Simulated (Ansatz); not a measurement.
## Y in the hcp (Mg type) structure (space group P6_3/mmc, No. 194)

```xyz
2
Lattice="3.6826 0.0000 0.0000 -1.8413 3.1892 0.0000 0.0000 0.0000 5.6985" Properties=species:S:1:pos:R:3 pbc="T T T"
Y      0.0000     2.1261     4.2739
Y      1.8413     1.0631     1.4246
```

Computed with r2SCAN (Ansatz, a program for electronic structure; PAW; 500 eV plane waves; spin-orbit coupling left out). k-mesh 15×15×8 (Γ-centred); smearing 0.05 eV (Fermi–Dirac).

* **Volume per atom**: 33.46 Å³
* **Density**: 4.41 g/cm³
* **Band gap**: zero
* **Total energy**: -3859.707 eV/atom (σ→0; compares only within this code and set-up)

No phonon test of stability was made. All final runs are without spin polarisation.
